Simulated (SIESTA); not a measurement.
# Input and output of a self-consistent single point for Ca₂AsI (R3m, 4 atoms in the cell) (SIESTA)

Method: LDA PW92, numerical atomic orbitals DZP, PseudoDojo LDA standard norm-conserving potentials (rewritten from UPF to PSML) (SIESTA).

The input file:

```
# files in the folder: Ca.psml As.psml I.psml (PseudoDojo LDA standard)
SystemName  Ca2AsI
SystemLabel Ca2AsI

NumberOfAtoms                4
NumberOfSpecies              3
%block ChemicalSpeciesLabel
  1 20 Ca
  2 33 As
  3 53 I
%endblock ChemicalSpeciesLabel
LatticeConstant              7.894967 Ang
%block LatticeVectors
     0.279272225    0.161237786    0.946577737
    -0.279272225    0.161237786    0.946577737
     0.000000000   -0.322475699    0.946577737
%endblock LatticeVectors
AtomicCoordinatesFormat      ScaledCartesian
%block AtomicCoordinatesAndAtomicSpecies
     0.000000000   -0.000000030    0.663111782  1
    -0.000000000   -0.000000097    2.182954036  1
     0.000000000   -0.000000063    1.419866606  2
     0.000000000    0.000000000    0.000000000  3
%endblock AtomicCoordinatesAndAtomicSpecies

XC.functional                LDA
XC.authors                   PW92
PAO.BasisSize                DZP
PAO.EnergyShift              0.01 Ry
MeshCutoff                   350 Ry
%block kgrid.MonkhorstPack
    7   0   0  0.0
    0   7   0  0.0
    0   0   7  0.0
%endblock kgrid.MonkhorstPack
OccupationFunction           FD
ElectronicTemperature        10 K

MaxSCFIterations             150
SCF.Mixer.Method             Pulay
SCF.Mixer.Weight             0.1
SCF.Mixer.History            8
SCF.DM.Tolerance             1.0E-05
Diag.ParallelOverK           true
WriteForces                  true
```

The program printed (abridged):

```
reinit: Reading from file input.fdf

reinit: System Name: Ca2AsI
reinit: System Label: Ca2AsI

coor:   Atomic-coordinates input format  =     Cartesian coordinates
coor:                                          (in units of alat)

siesta: Atomic coordinates (Bohr) and species
siesta:      0.00000  -0.00000   9.89318  1        1
siesta:     -0.00000  -0.00000  32.56820  1        2
siesta:      0.00000  -0.00000  21.18345  2        3
siesta:      0.00000   0.00000   0.00000  3        4

siesta: System type = bulk

initatomlists: Number of atoms, orbitals, and projectors:      4    49    86

siesta: ******************** Simulation parameters ****************************
redata: Spin configuration                          = none
redata: Time-Reversal Symmetry                      = T
redata: Number of Atomic Species                    =        3
redata: Mesh Cutoff                                 =   350.0000 Ry
redata: Net charge of the system                    =     0.0000 |e|
redata: Min. number of SCF Iter                     =        0
redata: Max. number of SCF Iter                     =      150
redata: SCF convergence failure will abort job
redata: SCF mix quantity                            = Hamiltonian
redata: Mix DM or H after convergence               =   F
redata: Recompute H after scf cycle                 =   F
redata: Mix DM in first SCF step                    =   T
redata: No kicks to SCF
redata: DM Mixing Weight for Kicks                  =     0.5000
redata: Require Harris convergence for SCF          =   F
redata: Harris energy tolerance for SCF             =     0.000100 eV
redata: Require DM convergence for SCF              =   T
redata: DM tolerance for SCF                        =     0.000010
redata: Require EDM convergence for SCF             =   F
redata: EDM tolerance for SCF                       =     0.001000 eV
redata: Require H convergence for SCF               =   T
redata: Hamiltonian tolerance for SCF               =     0.001000 eV
redata: Require (free) Energy convergence for SCF   =   F
redata: (free) Energy tolerance for SCF             =     0.000100 eV
redata: Using DFT-D3 dispersion                     =   F
redata: Using Saved Data (generic)                  =   F
redata: Method of Calculation                       = Diagonalization
redata: Electronic Temperature                      =    10.0000 K
redata: Number of TDED substeps                     =        3
redata: Dynamics option                             = Single-point calculation
redata: Save all siesta data in one NC              =   F
redata: ***********************************************************************

%block SCF.Mixers
  Pulay
%endblock SCF.Mixers

%block SCF.Mixer.Pulay
  # Mixing method
  method pulay
  variant stable

  # Mixing options
  weight 0.1000
  weight.linear 0.1000
  history 8
%endblock SCF.Mixer.Pulay

DM_history_depth set to one: no extrapolation allowed by default for geometry relaxation
Size of DM history Fstack: 1
Total number of electrons:    42.000000
Total ionic charge:    42.000000

* ProcessorY, Blocksize:    1  50

* Orbital distribution balance (max,min):    49    49

 Kpoints in:          196 . Kpoints trimmed:          172

siesta: k-grid: Number of k-points = 172
siesta: k-points from Monkhorst-Pack grid
siesta: k-cutoff (effective) =    15.434 Ang
siesta: k-point supercell and displacements
siesta: k-grid:     7     0     0      0.000
siesta: k-grid:     0     7     0      0.000
siesta: k-grid:     0     0     7      0.000

diag: Algorithm                                     = D&C
diag: Parallel over k                               =   F
diag: Use parallel 2D distribution                  =   F
diag: Parallel block-size                           = 50
diag: Parallel distribution                         =     1 x     1
diag: Used triangular part                          = Lower
diag: Absolute tolerance                            =  0.100E-15
diag: Orthogonalization factor                      =  0.100E-05
diag: Memory factor                                 =  1.0000

superc: Internal auxiliary supercell:     7 x     7 x     7  =     343
superc: Number of atoms, orbitals, and projectors:   1372  16807  29498

                        Single-point calculation

superc: Internal auxiliary supercell:     7 x     7 x     7  =     343
superc: Number of atoms, orbitals, and projectors:   1372  16807  29498

outcell: Unit cell vectors (Ang):
        2.204845    1.272967    7.473200
       -2.204845    1.272967    7.473200
        0.000000   -2.545935    7.473200

outcell: Cell vector modules (Ang)   :    7.894967    7.894967    7.894967
outcell: Cell angles (23,13,12) (deg):     32.4335     32.4335     32.4335
outcell: Cell volume (Ang**3)        :    125.8500
new_DM -- step:     1
Initializing Density Matrix...

Attempting to read DM from file... Failed...
DM filled with atomic data:

InitMesh: MESH = 90 x 90 x 90 = 729000
InitMesh: Mesh cutoff (required, used) =   350.000   400.843 Ry

stepf: Fermi-Dirac step function

        iscf     Eharris(eV)        E_KS(eV)     FreeEng(eV)     dDmax    Ef(eV) dHmax(eV)
   scf:    1    -5335.466802    -5341.297975    -5341.297975  1.344973 -4.282079  6.358653
   scf:    2    -5342.411059    -5341.875574    -5341.875574  0.041200 -4.512257  4.677521
   scf:    3    -5343.093389    -5342.759459    -5342.759459  0.259505 -3.188721  1.141134
   scf:    4    -5342.341734    -5342.617794    -5342.617794  0.101518 -3.617821  2.364870
   scf:    5    -5342.866679    -5342.788661    -5342.788661  0.121795 -3.731333  0.095624
   scf:    6    -5342.789464    -5342.789199    -5342.789199  0.007745 -3.731440  0.035865
   [... 2 lines left out ...]
   scf:    9    -5342.789250    -5342.789245    -5342.789245  0.001033 -3.722964  0.003297
   scf:   10    -5342.789245    -5342.789245    -5342.789245  0.000370 -3.724537  0.000292
   scf:   11    -5342.789245    -5342.789245    -5342.789245  0.000034 -3.724629  0.000073
   scf:   12    -5342.789245    -5342.789245    -5342.789245  0.000010 -3.724602  0.000043
   scf:   13    -5342.789245    -5342.789245    -5342.789245  0.000002 -3.724599  0.000001

SCF Convergence by DM+H criterion
max |DM_out - DM_in|         :     0.0000018903
max |H_out - H_in|      (eV) :     0.0000013451
SCF cycle converged after 13 iterations

Using DM_out to compute the final energy and forces

siesta: E_KS(eV) =            -5342.7892

siesta: E_KS - E_eggbox =     -5342.7892

siesta: Atomic forces (eV/Ang):
     1    0.000000   -0.000001   -0.022205
     2    0.000000    0.000001   -0.150096
     3   -0.000000   -0.000001    0.133704
     4   -0.000000   -0.000000    0.038190
   Tot   -0.000000   -0.000000   -0.000407
   Max    0.150096
   Res    0.059412    sqrt( Sum f_i^2 / 3N )
   Max    0.150096    constrained

Stress tensor Voigt[x,y,z,yz,xz,xy] (kbar):      -13.00      -13.00       -6.07        0.00       -0.00        0.00
(Free)E + p*V (eV/cell)    -5341.9493
Target enthalpy (eV/cell)    -5342.7892

siesta: Program's energy decomposition (eV):
siesta: Ebs     =     -1028.674758
siesta: Eions   =      6910.838253
siesta: Ena     =       957.615337
siesta: Ekin    =      2870.698658
siesta: Enl     =     -1155.855281
siesta: Eso     =         0.000000
siesta: Edftu   =         0.000000
siesta: DEna    =        33.741726
siesta: DUscf   =         1.235673
siesta: DUext   =         0.000000
siesta: Ex      =     -1039.099329
siesta: Ec      =      -100.287776
siesta: Exc     =     -1139.387105
siesta: Eharris =     -5342.789245
siesta: Etot    =     -5342.789245
siesta: FreeEng =     -5342.789245

siesta: Atomic forces (eV/Ang):
siesta:      1    0.000000   -0.000001   -0.022205
siesta:      2    0.000000    0.000001   -0.150096
siesta:      3   -0.000000   -0.000001    0.133704
siesta:      4   -0.000000   -0.000000    0.038190
siesta: ----------------------------------------
siesta:    Tot   -0.000000   -0.000000   -0.000407

siesta: Stress tensor (static) (eV/Ang**3):
siesta:    -0.008117    0.000000   -0.000000
siesta:     0.000000   -0.008117    0.000000
siesta:    -0.000000    0.000000   -0.003788

siesta: Cell volume =        125.849988 Ang**3

siesta: Pressure (static):
siesta:                Solid            Molecule  Units
siesta:           0.00007269          0.00010733  Ry/Bohr**3
siesta:           0.00667405          0.00985464  eV/Ang**3
siesta:          10.69300606         15.78887483  kBar
```

The run converged in 13 iterations.

The starting cell comes from a database of computed structures (which also holds hypothetical and non-ambient phases and stackings), without a prior relaxation at this level. Its lattice was rescaled by up to half a per cent. One atom was moved a little off its site on purpose. Values carry the incompleteness of an atom-centred basis.

Cost on one core of a shared machine: roughly 2 min.
